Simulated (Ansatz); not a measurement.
Structure of amorphous Si₄₈O₄₈ (periodic cell):

```xyz
96
Lattice="11.8564 0.3277 -0.1358 0.3277 11.9929 0.5821 -0.1358 0.5821 11.4422" Properties=species:S:1:pos:R:3 pbc="T T T"
Si     0.5883     9.4605     5.1172
Si    10.0717    10.3116     5.0582
Si    11.5243     8.1703     0.4757
Si     2.7374     4.2546     6.7106
Si     7.1097     6.6749     6.7042
Si     9.8878     2.9066     6.0291
Si     0.4624     3.6561     4.5454
Si     6.7288     5.1725     8.5403
Si     2.6707     6.9274     8.2108
Si     4.9482     3.9200     0.5631
Si     5.4252    10.2041     3.6569
Si     5.3917    12.2743    11.3203
Si     1.5121    11.3768     4.1172
Si     9.2169     1.3581     1.0173
Si     8.4060     5.5769     3.0991
Si    11.0929     5.3435     9.9607
Si     3.2517     0.3736     3.9825
Si     9.7888     9.9528     8.4114
Si     5.2793    11.0001     6.5415
Si     3.8971    10.4415    11.1953
Si     6.5256     6.0435    10.6534
Si     6.6215     0.7893     7.8580
Si     9.2566     5.1402     6.6216
Si     7.2522     3.7059     0.7311
Si    10.6596     5.6504     3.9468
Si    10.2709    12.4839    10.6625
Si     9.0079     6.0225     8.8001
Si     9.5388     9.7589    10.9180
Si     0.3211     9.3868     7.6277
Si     7.2905    10.4738     2.2854
Si     4.9702     8.9301     8.6585
Si     2.4706     5.8496     2.1465
Si     9.3146    12.4460     8.5388
Si     2.6034     2.8559     2.5237
Si     1.2510     2.7892     9.1337
Si     9.0905    11.6110     3.2281
Si    11.3944    12.2363     4.8904
Si     0.7264     6.9378     9.8405
Si     3.3173     2.2409     0.2402
Si     1.2286    11.6078     9.7594
Si    11.4668     5.2080     1.0499
Si     7.2045     5.0234     5.1623
Si     7.5178     8.2623     1.4733
Si     9.4439     1.6598     3.5438
Si     4.4083     8.3199     1.5694
Si     5.9275     3.7774     6.8002
Si     0.6336     7.6968     3.5111
Si     8.0865     8.2554     8.0930
O      6.5461    11.6132     7.3571
O      1.8373     6.5349     3.4966
O      1.9608     2.8878    10.6023
O      9.9157     2.4058     2.1159
O     10.7815     6.7103     0.6349
O      6.7003    11.3231     0.9527
O      5.7727     0.6817     9.2784
O      5.7421    10.0548     5.2788
O      9.9994     1.7809    11.0893
O      3.4643     1.9690     3.5983
O      7.8629     2.1982     0.5079
O     11.7641    11.7901    10.5725
O      3.4914     6.9650     1.5481
O      1.1983     7.8964     8.2428
O     11.7479     4.0433     9.0722
O      8.9149     2.7602     4.6709
O      5.9455     7.8930     1.1221
O      4.1567     1.5358    11.3389
O      8.0644     7.0721     2.4798
O      9.2999    11.3477    11.3648
O      2.4819    11.1039    10.6578
O      3.2914     4.4196     2.4727
O      4.5361    11.5691     3.4710
O      2.2657     6.2988     9.6695
O      8.2178     8.9290    11.4877
O      4.8984     5.9994    11.3241
O     10.3218     5.8910     5.6008
O      0.9958     1.2071     8.7724
O      4.4865    10.0614     7.6004
O      4.1302     7.6025     8.1486
O      0.6743     8.2340    10.8359
O      0.4889     8.3340     1.9638
O      7.9033     4.4136     2.0643
O      4.2860    12.1882     6.0476
O      4.5073     8.9249     3.1140
O      6.2750     2.1970     7.0848
O      2.5735     5.8624     7.0147
O      1.0739     2.9574     3.1552
O      4.3112     3.9099     6.4726
O      1.8326     3.9997     5.3968
O      9.7393     1.5484     6.9338
O      6.5979     8.7643     8.7368
O      1.2973     5.3673     1.1161
O      1.0655    10.6592     8.4145
O      4.3898     9.3070    10.1061
O      2.2353     3.3781     7.9830
O     11.4509     2.9853     5.4477
O     11.1043     7.1770     3.5464
```

Computed with PBE, scalar-relativistic without spin-orbit coupling (plane waves to 420 eV, PAW; Ansatz, a first-principles code). The usual formal charges leave 96 electrons over, so the level spacing at the Fermi energy parts defect or band states and needn't be the band gap.

It comes from a melt-quench run on a machine-learned potential (CHGNet), relaxed afterwards by DFT. O atoms were pushed apart under 1.9 Å during the dynamics, to hinder bonds among them. The hot cell started wider than the set density and was brought back towards it in steps. It is the lowest in DFT energy of 8 quenches. It is a model cell: composition and starting density were chosen by hand, and all elements were melted together. No dispersion term was used. Its density started from a set value of 2.17 and ended at 2.17 g/cm³. Cooling (nominally 100 K/ps over its main leg) ran many orders faster than in experiment, which tends to leave more defects and strain. A cell of this size samples the disorder only roughly. The volume was held where the preparation left it and the shape relaxed, at a PBE pressure of -0.4 GPa (tension). Stress components on the final sampling reach 0.6 GPa. On a 2×2×2 Γ-centred mesh force components of up to 0.23 eV/Å stay, since the relaxation ran on the zone centre alone. Cycles of charging lowered its energy after that relaxation.

Neighbours within Si-Si 2.60 Å, Si-O 2.04 Å, O-O 1.58 Å count as bonded. Two cations that share two anions don't count as bonded, nor two that share one unless they lie closer than Si-Si 2.38 Å.

Problem. Give the coordination numbers, mean bond lengths and angles.

Solution. 
```
Item                                                                                                                                   Value
---------------------------------  ---------------------------------------------------------------------------------------------------------
Mean coordination of Si by anions  2.02 (10 with 0, 7 with 1, 10 with 2, 14 with 3, 7 with 4); 88 close contacts or bonds to cations besides
Mean coordination of O                                                                                            2.02 (47 with 2, 1 with 3)
Mean Si-O bond                                                                                          1.660 Å (spread 0.043 Å, 97 counted)
Mean Si-Si bond                                                                                         2.401 Å (spread 0.081 Å, 44 counted)
Bond angle at Si                                                                                                   mean 108.5°, spread 14.1°
Bond angle at O                                                                                                    mean 138.2°, spread 18.4°
```

Problem. Which atoms depart from the most common coordination of their element?

Solution. Si2 has 3 (Si37 2.34 Å, Si1 2.43 Å, Si36 2.45 Å); Si5 has 3 (Si42 2.26 Å, Si48 2.32 Å, Si8 2.40 Å; Si23 at 2.64 Å just beyond); Si10 has 3 (O74 1.65 Å, Si24 2.32 Å, Si39 2.36 Å); Si13 has 3 (Si37 2.24 Å, Si17 2.34 Å, Si1 2.35 Å); Si21 has 3 (O74 1.76 Å, Si8 2.29 Å, Si24 2.40 Å); Si37 has 3 (Si13 2.24 Å, Si44 2.29 Å, Si2 2.34 Å; Si1 at 2.67 Å just beyond); Si41 has 3 (O53 1.70 Å, O91 1.76 Å, Si16 2.58 Å); O62 has 3 (Si9 1.76 Å, Si29 1.84 Å, Si38 1.92 Å).
